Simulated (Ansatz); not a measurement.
A thin film of wurtzite ZnS is deposited stress-free at 450 K on a thick substrate of GaN (wurtzite, P6_3mc) and cooled to 300 K. Take the in-plane direction as the cubic or basal-plane axis of each crystal, and these free lattice constants from quasi-harmonic approximation on LDA density-functional theory in Ansatz (plane waves, PAW).

| crystal | a at 300 K (Å) | a at 450 K (Å) |
|---|---|---|
| ZnS | 3.74871 | 3.75296 |
| GaN | 3.16075 | 3.16294 |

 Spin-orbit coupling is not included.

Task: What in-plane thermal strain does the film carry at 300 K, and is it tensile or compressive?

Result: With logarithmic strains ln(a_hot/a_300): left free, the film would shrink by 0.113 % and the substrate by 0.069 %. The film is held to the substrate, so its strain is 0.044 %: tensile. Plastic relief and phase changes are ignored.

The PAW data sets were generated under PBE and serve the other functionals too.

Ansatz is a program for electronic structure.
